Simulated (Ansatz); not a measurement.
Abridged Ansatz (a first-principles code) output:

```
Relaxation: its limit of steps is 50 (relax.max_steps)
Pseudopotential: Li, paw, valence charge 3
Pseudopotential: Nb, paw, valence charge 13
Pseudopotential: O, paw, valence charge 6
Crystal: 10 atoms, lattice volume = 115.857 Å³
Basis set: ecut = 500 eV, 2957 PW (Γ), exchange–correlation on 180×180×180 points (64 copies of the dense FFT grid, shifted against one another)
Bands: 44, of which v1, the nominal top of the filled ones, is band 34 counted from 1 (33 counted from 0)
Symmetry: 6 space group operations
k-points: 65 of 512 (time reversal used)
Functional: x = r2scan, c = r2scan; τ floored in thin density (d = 2e-4 eV/Å³)
SCF iter   1: F=—  HF=-12962.244157 eV  |F-HF|=—  |Δ(HF+E_count)|=         —  Δρ=9.19e-2  dr2=1.22e1  dr2_τ=1.24e0  ethr=3.10e-3  ⟨swp⟩=6.3  Hψ=10510  notcnv=0
SCF iter   2: F=—  HF=-12960.675505 eV  |F-HF|=—  |Δ(HF+E_count)|=    1.57e0  Δρ=4.83e-2  dr2=1.08e0  dr2_τ=7.14e-1  ethr=3.10e-3  ⟨swp⟩=3.0  Hψ=5669  notcnv=0  defer=257
SCF 1 converged in 10 iterations: F = -12960.892142 eV  dr2 = 1.60e-10
relax step   1: F+E_penalty+E_count = -12960.89214191 eV  Δ(F+E_penalty+E_count) = +0.000e0 eV  max|allowed force component| = 1.049e0 eV/Å  Δτ_max = 0.0000 Å  (10 SCF iters, accepted)
Crystal: 10 atoms, lattice volume = 115.857 Å³
SCF iter   1: F=—  HF=-12961.019835 eV  |F-HF|=—  |Δ(HF+E_count)|=         —  Δρ=7.58e-3  dr2=7.99e-2  dr2_τ=1.07e0  ethr=1.16e-4  ⟨swp⟩=1.0  Hψ=9415  notcnv=0  defer=242
SCF iter   2: F=—  HF=-12961.127878 eV  |F-HF|=—  |Δ(HF+E_count)|=   1.08e-1  Δρ=3.67e-3  dr2=1.77e-2  dr2_τ=1.58e-3  ethr=1.16e-4  ⟨swp⟩=2.0  Hψ=4580  notcnv=0  defer=242
SCF 2 converged in 9 iterations: F = -12961.125833 eV  dr2 = 6.69e-11
relax step   2: F+E_penalty+E_count = -12961.12583282 eV  Δ(F+E_penalty+E_count) = -2.337e-1 eV  max|allowed force component| = 5.356e-1 eV/Å  Δτ_max = 0.0707 Å  (9 SCF iters, accepted)
Crystal: 10 atoms, lattice volume = 115.857 Å³
SCF iter   1: F=—  HF=-12961.122933 eV  |F-HF|=—  |Δ(HF+E_count)|=         —  Δρ=3.60e-3  dr2=1.37e-2  dr2_τ=2.35e-1  ethr=2.27e-4  ⟨swp⟩=3.8  Hψ=6559  notcnv=0  defer=242
SCF iter   2: F=—  HF=-12961.153481 eV  |F-HF|=—  |Δ(HF+E_count)|=   3.05e-2  Δρ=2.05e-3  dr2=3.69e-3  dr2_τ=4.01e-4  ethr=2.02e-5  ⟨swp⟩=2.0  Hψ=5998  notcnv=0  defer=242
SCF 3 converged in 8 iterations: F = -12961.153422 eV  dr2 = 6.32e-10
relax step   3: F+E_penalty+E_count = -12961.15342156 eV  Δ(F+E_penalty+E_count) = -2.759e-2 eV  max|allowed force component| = 1.748e-1 eV/Å  Δτ_max = 0.0293 Å  (8 SCF iters, accepted)
[...]
  atom   3  Nb    -0.00000000    -0.00000000    -0.00224719
  atom   4  Nb     0.00000000    -0.00000000    -0.00224719
  atom   5  O      0.00084539     0.00166199     0.00121644
  atom   6  O      0.00101663    -0.00156312     0.00121644
  atom   7  O     -0.00186202    -0.00009887     0.00121644
  atom   8  O     -0.00101663    -0.00156312     0.00121644
  atom   9  O     -0.00084539     0.00166199     0.00121644
  atom  10  O      0.00186202    -0.00009887     0.00121644
--- Stress (GPa, compression-positive) ---
       -7.425497      -0.000000       0.000000
       -0.000000      -7.425497      -0.000000
        0.000000      -0.000000      -8.814228
  P = ⅓ Tr σ = -7.8884 GPa (-78.884 kbar)
--- Relaxed structure (7 steps of the walk, 7 accepted, 0 SCFs on fresh bases) ---
  atoms:
    - { symbol: Li, position: [0.6984962767714589, 0.6984962767714589, 0.6984962767714588] }
    - { symbol: Li, position: [0.19849627677145876, 0.19849627677145876, 0.19849627677145873] }
    - { symbol: Nb, position: [0.9834604579190123, 0.9834604579190123, 0.9834604579190119] }
    - { symbol: Nb, position: [0.4834604579190119, 0.4834604579190119, 0.4834604579190118] }
    - { symbol: O, position: [0.6441227084887696, 0.8611259493378234, 0.26250460748293625] }
    - { symbol: O, position: [0.8611259493378233, 0.26250460748293636, 0.6441227084887694] }
    - { symbol: O, position: [0.26250460748293647, 0.6441227084887697, 0.8611259493378232] }
    - { symbol: O, position: [0.7625046074829365, 0.36112594933782327, 0.14412270848876962] }
    - { symbol: O, position: [0.3611259493378232, 0.14412270848876968, 0.7625046074829362] }
    - { symbol: O, position: [0.14412270848876968, 0.7625046074829365, 0.36112594933782327] }
```

**Question.** What was computed, and what are the main results?

**Answer.** LiNbO3, 10 atoms in the cell, with r2SCAN/PAW in Ansatz, no spin-orbit coupling, earlier PAW set. The last SCF converged to F = -12961.172230 eV, or -1296.1172 eV per atom, at a pressure of -7.89 GPa. The total energy compares only with runs of the same code, potentials and settings.

The cells carry an imposed strain or load. Whether these cells are dynamically stable was not tested. The cell was made from LiNbO3 (space group R3c, No. 161) by this change: isotropic strain +3.08 %.

Keys are those of Ansatz 0.2.
